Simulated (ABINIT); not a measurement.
## Equation of state of hcp Cd (space group 194): energy against volume (ABINIT, PBEsol)

```yaml
crystal:
  lattice:
    - [2.89348, 0.00000, 0.00000]
    - [-1.44674, 2.50583, 0.00000]
    - [0.00000, 0.00000, 5.45682]
  atoms:
    - { symbol: Cd, position: [0.66667, 0.33333, 0.75000] }
    - { symbol: Cd, position: [0.33333, 0.66667, 0.25000] }
```

Computed with PBEsol, norm-conserving pseudopotentials (PseudoDojo nc-sr-04 PBEsol standard) (plane waves; ABINIT). Settings: pseudos = [Cd.upf]; ecut = 66 Ha; occopt = 3; tsmear = 0.05 eV; ngkpt = 12 12 6; nshiftk = 1; shiftk = 0 0 0; potentials = PseudoDojo nc-sr-04 PBEsol standard; nband = 27; kptopt = 1; nstep = 60; tolvrs = 1e-10. The cell above is the first row's. The rows scale it uniformly. In all rows fractional positions and the k mesh are held. E is the free energy at the stated smearing, counted from the lowest row.

```
V (Å^3/atom)  E (meV/atom)
------------  ------------
19.7825              18.17
20.2125               7.85
20.6426               1.99
21.0726               0.00
21.5027               1.38
21.9327               5.67
22.3628              12.49
22.7928              21.49
23.2229                  ?
```

The 8 complete rows are fitted with the third-order Birch-Murnaghan form, a cubic in V^(-2/3), E against V. With u = V^(-2/3) - 0.130, the rows have u = 0.006714, 0.004768, 0.002889, 0.001075, -0.000678, -0.002374, -0.004016, -0.005605. Least squares gives E = 0.470 - 992.30·u + 514058·u² + 3929926·u³. Residuals (row less fit): 0.000, -0.001, 0.002, -0.002, 0.002, 0.000, -0.001, 0.001; standard error 0.002 (degrees of freedom: 4). Its minimum lies at u = 0.000955, so V0 = (0.130955)^(-3/2) = 21.10. There d²E/du² = 1051000 and d³E/du³ = 2.358e7, so B0 = (4/9) × 21.10^(-7/3) × 1051000 × 0.160218 = 60.8 GPa (the last factor turns the table's units into GPa), and B0' = 4 + (2/3) × 0.130955 × (2.358e7)/1051000 = 6.0. The program's pressures in the fitted runs (not shown) pass through zero at V = 21.10, 0.01 % from this V0.

Q: Estimate the missing E (V = 23.2229); what did the run itself give?

A: u = -0.007146, so E = 0.470 - 992.30 × (-0.007146) + 514058 × (-0.007146)² + 3929926 × (-0.007146)³ = 32.377 meV/atom. The calculation gives 32.34 meV/atom, 0.037 meV/atom below the prediction (0.1 % of the range of E in the table). The row lies outside the fitted rows, so this is an extrapolation.

Carrying the step between the two nearest rows on in a straight line would have given 30.49, off by 1.85; series whose last step already gives the withheld value aren't shown. The scan was laid around a cell of about the measured size, scaled by a guess for this functional; axis ratios and inner coordinates come from that cell. The runs keep the symmetry of the cell, so they don't test it for distortions. The shape of the cell and the inner coordinates aren't relaxed, so V0 and B0 belong to this uniform scaling; a relaxed crystal lies no higher in energy and is usually softer. Cutoffs and mesh are single choices, not tested for convergence of this quantity. Series with a scatter that would blur these digits, or in which a gap closes, are not shown. Nor are scans whose minimum lies at an end fitted in this form.
